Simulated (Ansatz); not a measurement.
Ansatz (an electronic-structure program) run on a (001) slab of MoCl6 (cut from a parent of space group no. 162; 14 atoms in the cell): self-consistent single point.

Computed with LDA (PW92), default PAW files made with PBE (plane waves; Ansatz).

```yaml
crystal:
  lattice:
    - [6.15496, 0.00000, 0.00000]
    - [-3.07748, 5.33035, 0.00000]
    - [0.00000, 0.00000, 22.28939]
  atoms:
    - { symbol: Mo, position: [0.00000, 0.00000, 0.37328] }
    - { symbol: Cl, position: [0.30361, 0.30361, 0.31405] }
    - { symbol: Cl, position: [0.69639, 0.69639, 0.43251] }
    - { symbol: Cl, position: [0.69639, 0.00000, 0.31405] }
    - { symbol: Cl, position: [0.30361, 0.00000, 0.43251] }
    - { symbol: Cl, position: [0.00000, 0.69639, 0.31405] }
    - { symbol: Cl, position: [0.00000, 0.30361, 0.43251] }
    - { symbol: Mo, position: [0.00000, 0.00000, 0.62672] }
    - { symbol: Cl, position: [0.30361, 0.30361, 0.56749] }
    - { symbol: Cl, position: [0.69639, 0.69639, 0.68595] }
    - { symbol: Cl, position: [0.69639, 0.00000, 0.56749] }
    - { symbol: Cl, position: [0.30361, 0.00000, 0.68595] }
    - { symbol: Cl, position: [0.00000, 0.69639, 0.56749] }
    - { symbol: Cl, position: [0.00000, 0.30361, 0.68595] }
```

Reference input (self-consistent single point, DFT, LDA (PW92), plane waves, default PAW files made with PBE): basis.ecutwfc = 30.9 Ry; kpoints.mp_grid.grid = 4 4 1; hamiltonian.xc = lda; hamiltonian.pseudopotentials = {kind: paw} (the program's default PAW files); scf.occupations.method = fermi_dirac; scf.occupations.width = 0.0037 Ry. This run's input differs from it in these lines:

Ansatz 0.2 input:
```diff
@@ -22,3 +22,3 @@
 basis:
-  ecutwfc: 30.9 Ry
+  ecutwfc: 26.1 Ry
 kpoints:
```

Output, abridged:

```
SCF iter   1: F=—  HF=-22224.150967 eV  |F-HF|=—  |Δ(HF+E_count)|=         —  Δρ=3.85e-3  dr2=8.22e-2  ethr=1.77e-3  ⟨swp⟩=8.0  Hψ=1278  notcnv=0  defer=1
all-band conjugate gradients solve this SCF's bands
preconditioner: auto → Resta (q_TF=auto, 1.996 Å⁻¹)
SCF iter   2: F=—  HF=-22224.142239 eV  |F-HF|=—  |Δ(HF+E_count)|=   8.73e-3  Δρ=2.15e-3  dr2=3.77e-2  ethr=7.34e-5  ⟨swp⟩=2.0  Hψ=452  notcnv=0  defer=16
   [... lines left out ...]
SCF iter   5: F=—  HF=-22224.136627 eV  |F-HF|=—  |Δ(HF+E_count)|=   1.23e-4  Δρ=1.51e-4  dr2=1.78e-4  ethr=1.52e-6  ⟨swp⟩=2.8  Hψ=376  notcnv=0  defer=16
SCF iter   6: F=—  HF=-22224.136666 eV  |F-HF|=—  |Δ(HF+E_count)|=   3.88e-5  Δρ=4.70e-5  dr2=2.55e-5  ethr=1.59e-7  ⟨swp⟩=2.0  Hψ=445  notcnv=0  defer=16
SCF iter   7: F=—  HF=-22224.137045 eV  |F-HF|=—  |Δ(HF+E_count)|=   3.79e-4  Δρ=9.03e-6  dr2=7.25e-7  ethr=2.27e-8  ⟨swp⟩=1.0  Hψ=264  notcnv=0  defer=16
SCF iter   8: F=-22224.137045 eV  HF=-22224.137045 eV  |F-HF|=3.28e-8  |Δ(HF+E_count)|=   4.18e-7  Δρ=2.22e-6  dr2=8.06e-8  ethr=8.93e-11  ⟨swp⟩=14.2  Hψ=1451  notcnv=0
SCF 1 converged in 8 iterations: F = -22224.137045 eV  dr2 = 8.06e-8
Free energy (F): -22224.137045 eV
Internal energy: -22224.137027 eV  (E = F + TS)
E sigma→0 (E₀):  -22224.137036 eV
Entropy (-TS):   -0.000018 eV (-0.001 meV/atom)
Fermi energy:    -2.433018 eV
--- Forces (eV/Å), atoms counted from 1 ---
  atom   1  Mo     0.00000000     0.00000000     0.00016108
  atom   2  Cl    -0.04875853    -0.08445225     0.17819415
  atom   3  Cl     0.05653903     0.09792848    -0.04584245
  atom   4  Cl     0.09751706     0.00000000     0.17819415
  atom   5  Cl    -0.11307807    -0.00000000    -0.04584245
  atom   6  Cl    -0.04875853     0.08445225     0.17819415
  atom   7  Cl     0.05653903    -0.09792848    -0.04584245
  atom   8  Mo    -0.00000000    -0.00000000    -0.00016108
   [... lines left out ...]
  atom  14  Cl     0.04875853    -0.08445225    -0.17819415
--- Stress (GPa, compression-positive) ---
       -1.006500      -0.000000       0.000000
        0.000000      -1.006500      -0.000000
        0.000000      -0.000000      -0.879878
  P = ⅓ Tr σ = -0.9643 GPa (-9.643 kbar)
  The stress holds the Pulay correction. Without it, at fixed plane waves, as pw.x and ABINIT print it: P = -1.0212 GPa
```

The run converged in 8 iterations. Against the reference run the free energy goes up by 1.4 meV/atom, the largest force stays at 0.203 eV/Å and the gap on the mesh stays at 1.130 eV.

The starting cell comes from a database of computed structures (which also holds hypothetical and non-ambient phases and stackings), without a prior relaxation at this level. The slab is cut from that crystal, and its faces are unrelaxed. Its lattice was rescaled by up to half a per cent. Spin polarisation is off, though cut faces can carry moments; a gap of a slab can lie between surface states. The cutoff lies below the one recommended for these files.
